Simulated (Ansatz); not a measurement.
# Hypothetical anti-perovskite Mg3SiO, response to strain

The parent structure is Mg$_{3}$SiO in the anti-perovskite structure (space group Pm-3m, No. 221; a hypothetical phase, not in the database extracts checked).

```
Mg3SiO
1.0
    4.22219     0.00000     0.00000
    0.00000     4.22219     0.00000
    0.00000     0.00000     4.22219
Mg Si O
3 1 1
Cartesian
  0.00000   2.11109   2.11109
  2.11109   0.00000   2.11109
  2.11109   2.11109   0.00000
  0.00000   0.00000   0.00000
  2.11109   2.11109   2.11109
```

Cartesian axes are those of the cell as printed.

Strains are applied to the cell and any free atomic positions relax; under biaxial strain the out-of-plane vector relaxes too.

Levels (all Ansatz, a quantum-chemistry and plane-wave program, PAW): PBE (420 eV, no spin-orbit coupling); PBEsol (420 eV, no SOC).

The base cell above is that of PBE; each level relaxes its own structures.

Notes on the quantities. energy relative to the base: free energy F.

| case | energy relative to the base, PBE | energy relative to the base, PBEsol |
|---|---|---|
| biaxial strain −2.03 %, plane normal [001], relaxed out of plane | +7.3 meV/atom | +7.6 meV/atom |
| isotropic strain +2.14 % | +15 meV/atom | +15 meV/atom |
| uniaxial strain ε_xx = −5.75 % | +29 meV/atom | (withheld) |
| uniaxial strain ε_xx = −1.01 % | +0.8 meV/atom | (withheld) |

Task: Some entries are withheld; estimate them.

Result: 
- uniaxial strain ε_xx = −5.75 %, energy relative to the base, PBEsol: +30 meV/atom
- uniaxial strain ε_xx = −1.01 %, energy relative to the base, PBEsol: +0.8 meV/atom

The two levels differ by at most about 1.0 meV/atom. They put the cases in the same order.

Whether these cells are dynamically stable was not tested. All final runs are without spin polarisation.
